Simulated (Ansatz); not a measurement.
# The (111) surface of germanium (in the relaxation like top atoms buckled by 0.9 Å), P on one of 4 atoms under the surface, no caps (bottom of the slab: built like the top, H on every dangling bond, free)

Calculation: PBE (plane waves to 420 eV, PAW; Ansatz, an electronic-structure program).

Set-up: 36 atoms, 12.4 Å thick at the start with caps and adatoms (thin: gaps and levels are the slab's own); mesh 4x4x1; 0.025 eV smearing; dipole correction on; 8 atoms held, the rest relaxed; held to the start's symmetry, so lower structures may exist; spin-polarised, no spin-orbit, no U. The slab shows no gap over 0.04 eV on its mesh. The starting moment vanished. In PBE it is, or lies within 0.01 eV a 1x1 cell of, the lowest of the 2 structures of its composition computed so far; larger cells were not tried.

* **work function of the top face**: 4.98 eV
* **energy released by relaxation**: 0.71 eV
* **cost**: very roughly 70 core-minutes
